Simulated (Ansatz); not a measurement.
## Si₃N₄ (P6₃/m, No. 176)

Method: PBE (PAW; Ansatz, a program for electronic structure).

Settings: plane-wave cutoff 520 eV, 6×6×12 k mesh (along the axes of the cell as run), perturbation theory, scalar-relativistic PAW data made under PBE.

Cell (relaxed at this level):

```cif
data_N8Si6
_chemical_formula_sum 'Si6 N8'
_space_group_name_H-M_alt 'P 1'
_space_group_IT_number 1
_cell_length_a 7.66386
_cell_length_b 7.66386
_cell_length_c 2.92656
_cell_angle_alpha 90.000
_cell_angle_beta 90.000
_cell_angle_gamma 120.000
loop_
_space_group_symop_operation_xyz
  'x, y, z'
loop_
_atom_site_label
_atom_site_type_symbol
_atom_site_fract_x
_atom_site_fract_y
_atom_site_fract_z
_atom_site_occupancy
Si1 Si 0.17500 0.76890 0.25000 1
Si2 Si 0.40610 0.17500 0.75000 1
Si3 Si 0.23110 0.40610 0.25000 1
Si4 Si 0.82500 0.23110 0.75000 1
Si5 Si 0.59390 0.82500 0.25000 1
Si6 Si 0.76890 0.59390 0.75000 1
N1 N 0.33333 0.66667 0.25000 1
N2 N 0.66667 0.33333 0.75000 1
N3 N 0.33000 0.03082 0.25000 1
N4 N 0.29918 0.33000 0.75000 1
N5 N 0.96918 0.29918 0.25000 1
N6 N 0.67000 0.96918 0.75000 1
N7 N 0.70082 0.67000 0.25000 1
N8 N 0.03082 0.70082 0.75000 1
```

high-frequency dielectric constant (mean over three axes): 4.28
static dielectric constant (mean over three axes): 8.22

Cost on a shared machine: around 50 core-minutes (rough).
